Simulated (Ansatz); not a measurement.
# Hypothetical P6_3/mmc SnS2: response to strain

Consider SnS$_{2}$ in the 2H-MoS2 type structure (space group P6_3/mmc, No. 194; a hypothetical phase, not in the database extracts checked; layered, stacked along the Cartesian z axis).

```
SnS2
1.0
    3.58880     0.00000     0.00000
   -1.79440     3.10799     0.00000
    0.00000     0.00000    11.88889
Sn S
2 4
Direct
  0.33333   0.66667   0.25000
  0.66667   0.33333   0.75000
  0.33333   0.66667   0.61434
  0.66667   0.33333   0.11434
  0.66667   0.33333   0.38566
  0.33333   0.66667   0.88566
```

Cartesian axes are those of the cell as printed.

Strains are applied to the cell and any free atomic positions relax; under biaxial strain the out-of-plane vector relaxes too.

All numbers come from DFT with PBE-D3(BJ), PAW potentials and a 420 eV plane-wave cutoff in Ansatz (a quantum-chemistry and plane-wave program), without spin-orbit coupling.

Notes on the quantities. pressure: mean of the normal stresses, compression positive.

```tsv
change	shortest interatomic distance	pressure	space group
base	2.626 Å	0.0 GPa	P6_3/mmc (No. 194)
biaxial strain +0.15 %, plane normal [001], relaxed out of plane	2.628 Å	-0.2 GPa	P6_3/mmc (No. 194)
biaxial strain +0.25 %, plane normal [001], relaxed out of plane	2.629 Å	-0.3 GPa	P6_3/mmc (No. 194)
uniaxial strain ε_xx = −2.11 %	2.606 Å	1.5 GPa	Cmcm (No. 63)
uniaxial strain ε_xx = +3.97 %	2.633 Å	-2.3 GPa	Cmcm (No. 63)
uniaxial strain ε_zz = −5.45 %	2.623 Å	1.6 GPa	P6_3/mmc (No. 194)
uniaxial strain ε_zz = −2.20 %	2.625 Å	0.5 GPa	P6_3/mmc (No. 194)
uniaxial strain ε_zz = −0.92 %	2.626 Å	0.2 GPa	P6_3/mmc (No. 194)
```

Whether these cells are dynamically stable was not tested. The final runs are not spin-polarised.
